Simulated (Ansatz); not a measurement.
NaI, response to strain

Start from NaI in the rock salt structure (space group Fm-3m, No. 225; a = 6.402 Å). Axes: x, y, z lie along the cube axes.

Strains are applied to the cell and any free atomic positions relax; under biaxial strain the out-of-plane vector relaxes too.

Computed with plane-wave PAW DFT at the PBEsol level (Ansatz, a program for electronic structure, 420 eV), scalar-relativistic without spin-orbit coupling.

Candidates:
(a) biaxial strain −2.50 %, plane normal [001], relaxed out of plane
(b) biaxial strain −1.00 %, plane normal [001], relaxed out of plane
(c) biaxial strain +0.50 %, plane normal [001], relaxed out of plane

Before the change:

- Band gap: 3.60 eV

Order them by band gap, highest first.

(a) biaxial strain −2.50 %, plane normal [001], relaxed out of plane (3.68 eV), (b) biaxial strain −1.00 %, plane normal [001], relaxed out of plane (3.63 eV), (c) biaxial strain +0.50 %, plane normal [001], relaxed out of plane (3.57 eV)

Spin-orbit coupling, missing from the scalar runs, can matter with I. Stability against distortions was not tested.
